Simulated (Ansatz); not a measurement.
# Hypothetical diamond Hf, pressure series

The parent structure is Hf in the diamond structure (space group Fd-3m, No. 227; a hypothetical phase, not in the database extracts checked).

```xyz
2
Lattice="0.0000 3.2723 3.2723 3.2723 0.0000 3.2723 3.2723 3.2723 0.0000" Properties=species:S:1:pos:R:3 pbc="T T T"
Hf     1.6361     1.6361     1.6361
Hf     0.0000     0.0000     0.0000
```

Cell and atoms are relaxed at each pressure.

The values are results of PBE in Ansatz (plane waves to 420 eV, PAW, no spin-orbit coupling), not measurements.

Notes on the quantities. enthalpy: H = E + PV relative to the base's energy.

```tsv
case	enthalpy	lattice parameter a
base	–	6.545 Å
pressure −2 GPa	-0.45 eV/atom	6.700 Å
pressure −1 GPa	-0.22 eV/atom	6.620 Å
pressure 0.3 GPa	+0.07 eV/atom	6.524 Å
pressure 0.7 GPa	+0.15 eV/atom	6.496 Å
pressure 1.5 GPa	+0.32 eV/atom	6.443 Å
pressure 3 GPa	+0.63 eV/atom	6.347 Å
pressure 5 GPa	+1.01 eV/atom	6.228 Å
pressure 7.5 GPa	+1.47 eV/atom	6.107 Å
pressure 10 GPa	+1.90 eV/atom	6.013 Å
```

Load acts through the strain it causes; cell and atoms are relaxed under it. No phonon test of stability was made. No other phases were tried under pressure. The final runs are not spin-polarised. Hf has a high density of states at the Fermi level and may be magnetic at this level.

Ansatz is a first-principles code.
